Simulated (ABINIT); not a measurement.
```
CELL_PARAMETERS angstrom
      0.00000     3.22612     3.22612
      3.22612     0.00000     3.22612
      3.22612     3.22612     0.00000
ATOMIC_POSITIONS crystal
  Cd 0.00000 0.00000 0.00000
  Te 0.25000 0.25000 0.25000
```

Method: PBE, PAW (JTH v2.0 PBE PAW) (plane waves; ABINIT 10.0.3).

The set-up and first iterations of an ABINIT log for CdTe (F-43m, 2 atoms in the cell):

```
 Symmetries : space group F-4 3 m (#216); Bravais cF (face-center cubic)

 -outvars: echo values of preprocessed input variables --------
            acell      8.6217346708E+00  8.6217346708E+00  8.6217346708E+00 Bohr
           diemac      4.00000000E+00
             ecut      2.00000000E+01 Hartree
           enunit           2
              ixc          11
         kptrlatt        9    0    0      0    9    0      0    0    9
          kptrlen      7.75956120E+01
            natom           2
            nband          12
            ngfft          36      36      36
          ngfftdg          50      50      50
             nkpt          35
            nstep         100
             nsym          24
           ntypat           2
        pawecutdg      4.00000000E+01 Hartree
         pawxcdev           0
            rprim      0.0000000000E+00  7.0710678120E-01  7.0710678120E-01
   [... lines left out ...]
                       2.5000000000E-01  2.5000000000E-01  2.5000000000E-01
            znucl       48.00000   52.00000

== DATASET  1 ==================================================================

 Exchange-correlation functional for the present dataset will be:
  GGA: Perdew-Burke-Ernzerhof functional - ixc=11
 Citation for XC functional:
  J.P.Perdew, K.Burke, M.Ernzerhof, PRL 77, 3865 (1996)

 Real(R)+Recip(G) space primitive vectors, cartesian coordinates (Bohr,Bohr^-1):
 R(1)=  0.0000000  6.0964871  6.0964871  G(1)= -0.0820144  0.0820144  0.0820144
 R(2)=  6.0964871  0.0000000  6.0964871  G(2)=  0.0820144 -0.0820144  0.0820144
 R(3)=  6.0964871  6.0964871  0.0000000  G(3)=  0.0820144  0.0820144 -0.0820144
 Unit cell volume ucvol=  4.5317815E+02 bohr^3
 Angles (23,13,12)=  6.00000000E+01  6.00000000E+01  6.00000000E+01 degrees

 Coarse grid specifications (used for wave-functions):

 getcut: wavevector=  0.0000  0.0000  0.0000  ngfft=  36  36  36
         ecut(hartree)=     20.000   => boxcut(ratio)=   2.07409

 Fine grid specifications (used for densities):

 getcut: wavevector=  0.0000  0.0000  0.0000  ngfft=  50  50  50
         ecut(hartree)=     40.000   => boxcut(ratio)=   2.03776

   2.44797133E+03                                ecore*ucvol(ha*bohr**3)

_setup2: Arith. and geom. avg. npw (full set) are    1936.240    1936.231
--- !BeginCycle
solver: {iscf: 17, nstep: 100, nline: 4, wfoptalg: 10, }
tolerances: {tolvrs: 1.00E-10, }
...

     iter   Etot(hartree)      deltaE(h)  residm     nres2
 ETOT  1  -55.807193534984    -5.581E+01 2.916E-01 2.567E+00
 ETOT  2  -55.904541598084    -9.735E-02 4.953E-02 7.825E-01
 ETOT  3  -55.902218213648     2.323E-03 1.350E-01 3.724E-02
 ETOT  4  -55.908805590370    -6.587E-03 1.110E-01 5.235E+02
 ETOT  5  -55.941363791120    -3.256E-02 8.358E-02 5.007E+03
```

Question: How does the run end?

Answer: The run ended unconverged after 100 iterations. It gives no final result for the task that was set. The log goes on:

```
   [... 91 lines left out ...]
 ETOT 97  -55.903181667242    -2.064E-07 7.820E-08 2.461E-03
 ETOT 98  -55.903182033911    -3.667E-07 3.674E-08 2.682E-03
 ETOT 99  -55.903181934190     9.972E-08 7.764E-08 2.623E-03
 ETOT  100  -55.903181967139    -3.295E-08 3.640E-08 2.642E-03

 Cartesian components of stress tensor (hartree/bohr^3)
  sigma(1 1)= -1.16165110E-04  sigma(3 2)=  0.00000000E+00
  sigma(2 2)= -1.16165110E-04  sigma(3 1)=  0.00000000E+00
  sigma(3 3)= -1.16165110E-04  sigma(2 1)=  0.00000000E+00
 scprqt:  WARNING -
  nstep=  100 was not enough SCF cycles to converge;
  density residual=  2.642E-03 exceeds tolvrs=  1.000E-10

 ----iterations are completed or convergence reached----

 reduced coordinates (array xred) for    2 atoms
       0.000000000000      0.000000000000      0.000000000000
       0.250000000000      0.250000000000      0.250000000000
 cartesian forces (eV/Angstrom) at end:
    1      0.00000000000000     0.00000000000000    -0.00000000000000
    2     -0.00000000000000    -0.00000000000000     0.00000000000000
 frms,max,avg= 8.6979056E-27 1.3626999E-26   0.000E+00  0.000E+00  0.000E+00 e/A
 length scales=  8.621734670805  8.621734670805  8.621734670805 bohr
              =  4.562425486300  4.562425486300  4.562425486300 angstroms
 Fermi (or HOMO) energy (hartree) =  -0.09687   Average Vxc (hartree)=  -0.31137
 Eigenvalues (hartree) for nkpt=  35  k points:
 prteigrs : prtvol=0 or 1, do not print more k-points.

   [... lines left out ...]
 Fermi (or HOMO) energy (eV) =  -2.63601   Average Vxc (eV)=  -8.47268
   [... lines left out ...]
Ewald energy        : -3.85777065172058E+01
psp_core            :  5.40178586175931E+00
local_psp           : -4.62757121172463E+01
total_energy        : -5.59201293827532E+01
total_energy_eV     : -1.52166410613496E+03
...

-Cartesian components of stress tensor (GPa)         [Pressure=  3.4177E+00 GPa]
- sigma(1 1)= -3.41769496E+00  sigma(3 2)=  0.00000000E+00
- sigma(2 2)= -3.41769496E+00  sigma(3 1)=  0.00000000E+00
- sigma(3 3)= -3.41769496E+00  sigma(2 1)=  0.00000000E+00

 Calculation completed.
```

The starting cell comes from a database of computed structures (which also holds hypothetical and non-ambient phases and stackings), without a prior relaxation at this level. Its lattice was rescaled by a random factor within 2.5 % of one. For this run, on top of that: lattice scaled by 0.98.

The run was DFT, PBE, plane waves, PAW (JTH v2.0 PBE PAW). Main settings of its input:

| setting | value |
|---|---|
| pseudos | [Cd.GGA_PBE-JTH.xml, Te.GGA_PBE-JTH.xml] |
| ecut | 40 Ry |
| pawecutdg | 80 Ry |
| pawxcdev | 0 |
| ixc | 11 |
| occopt | 1 |
| ngkpt | 9 9 9 |
| nshiftk | 1 |
| shiftk | 0 0 0 |
| potentials | JTH v2.0 PBE PAW |
| nband | 12 |
| kptopt | 1 |
